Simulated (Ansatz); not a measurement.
Worked example: self-consistent single point of V3Pt (Pmm2, 8 atoms in the cell) in Ansatz (an electronic-structure program).

Method of the run: PBEsol, default PAW files made with PBE (plane waves; Ansatz).

The change in words: lattice scaled by 0.98; scf.occupations.width: 0.1 eV → 0.05 eV. Reference geometry:
```xyz
8
Lattice="4.7737 0.0000 0.0000 0.0000 4.7737 0.0000 0.0000 0.0000 4.7737" Properties=species:S:1:pos:R:3 pbc="T T T"
V      0.0000     3.5803     2.3869
V      0.0000     1.1934     2.3869
V      3.6303     2.3869     0.0000
V      1.1934     2.3869     0.0000
V      2.3869     0.0000     3.5803
V      2.3869     0.0000     1.1934
Pt     0.0000     0.0000     0.0000
Pt     2.3869     2.3869     2.3869
```

Reference input (self-consistent single point, DFT, PBEsol, plane waves, default PAW files made with PBE): basis.ecutwfc = 420 eV; kpoints.mp_grid.grid = 5 5 5; hamiltonian.xc = pbesol; hamiltonian.pseudopotentials = {kind: paw} (the program's default PAW files); scf.occupations.method = fermi_dirac; scf.occupations.width = 0.1 eV. This run's input differs from it in these lines:

Ansatz 0.2 input:
```diff
@@ -2,5 +2,5 @@
   lattice:
-    - [4.77372600, 0.00000000, 0.00000000]
-    - [0.00000000, 4.77372600, 0.00000000]
-    - [0.00000000, 0.00000000, 4.77372600]
+    - [4.67825100, 0.00000000, 0.00000000]
+    - [0.00000000, 4.67825100, 0.00000000]
+    - [0.00000000, 0.00000000, 4.67825100]
   atoms:
@@ -22,3 +22,3 @@
 scf:
-  occupations: { method: fermi_dirac, width: 0.1 }
+  occupations: { method: fermi_dirac, width: 0.05 }
 output:
```

Log, with long lists cut:

```
SCF iter   1: F=—  HF=-42082.803038 eV  |F-HF|=—  |Δ(HF+E_count)|=         —  Δρ=9.52e-3  dr2=5.99e-2  ethr=1.77e-3  ⟨swp⟩=4.4  Hψ=5746  notcnv=0
all-band conjugate gradients solve this SCF's bands
preconditioner: auto → Kerker (q_TF=auto, 2.778 Å⁻¹)
SCF iter   2: F=—  HF=-42082.786793 eV  |F-HF|=—  |Δ(HF+E_count)|=   1.62e-2  Δρ=3.79e-3  dr2=9.68e-3  ethr=5.25e-5  ⟨swp⟩=2.0  Hψ=3070  notcnv=0  defer=34
   [... lines left out ...]
SCF iter   4: F=—  HF=-42082.785112 eV  |F-HF|=—  |Δ(HF+E_count)|=   3.51e-5  Δρ=1.78e-4  dr2=4.13e-5  ethr=5.17e-7  ⟨swp⟩=2.0  Hψ=2450  notcnv=0  defer=34
SCF iter   5: F=—  HF=-42082.785351 eV  |F-HF|=—  |Δ(HF+E_count)|=   2.39e-4  Δρ=4.54e-5  dr2=3.23e-6  ethr=3.62e-8  ⟨swp⟩=2.0  Hψ=2351  notcnv=0  defer=34
SCF iter   6: F=—  HF=-42082.785350 eV  |F-HF|=—  |Δ(HF+E_count)|=   5.76e-7  Δρ=1.25e-5  dr2=1.18e-7  ethr=2.84e-9  ⟨swp⟩=2.0  Hψ=2515  notcnv=0  defer=34
SCF iter   7: F=-42082.785350 eV  HF=-42082.785350 eV  |F-HF|=5.62e-9  |Δ(HF+E_count)|=   1.46e-8  Δρ=3.19e-6  dr2=7.20e-9  ethr=8.77e-11  ⟨swp⟩=7.2  Hψ=5637  notcnv=0
SCF 1 converged in 7 iterations: F = -42082.785350 eV  dr2 = 7.20e-9
Free energy (F): -42082.785350 eV
Internal energy: -42082.696109 eV  (E = F + TS)
E sigma→0 (E₀):  -42082.740729 eV
Entropy (-TS):   -0.089241 eV (-11.155 meV/atom)
Fermi energy:    20.663754 eV
--- Forces (eV/Å), atoms counted from 1 ---
  atom   1  V      0.00869865     0.02420222     0.00000000
  atom   2  V      0.00869865    -0.02420222     0.00000000
  atom   3  V     -0.58751269     0.00000000     0.00000000
  atom   4  V      0.34521412     0.00000000     0.00000000
  atom   5  V      0.01110768     0.00000000     0.00832760
  atom   6  V      0.01110768     0.00000000    -0.00832760
  atom   7  Pt     0.10307131     0.00000000     0.00000000
  atom   8  Pt     0.09961360     0.00000000     0.00000000
--- Stress (GPa, compression-positive) ---
       13.006171       0.000000       0.000000
        0.000000      13.740755       0.000000
        0.000000       0.000000      12.448257
  P = ⅓ Tr σ = 13.0651 GPa (130.651 kbar)
  The stress holds the Pulay correction. Without it, at fixed plane waves, as pw.x and ABINIT print it: P = 12.9762 GPa
```

The run converged in 7 iterations. Against the reference run the free energy goes up by 41.0 meV/atom, the pressure goes from -2.42 to 13.07 GPa and the largest force goes from 0.490 to 0.588 eV/Å.

The starting cell comes from a database of computed structures (which also holds hypothetical and non-ambient phases and stackings), without a prior relaxation at this level. Its lattice was rescaled by up to half a per cent. One atom was moved a little off its site on purpose. For this run, on top of that: lattice scaled by 0.98. Spin polarisation is off. With a pressure of about 13 GPa the cell is away from its equilibrium volume at this level. Ansatz's pressure includes its estimate of the finite-basis (Pulay) stress.
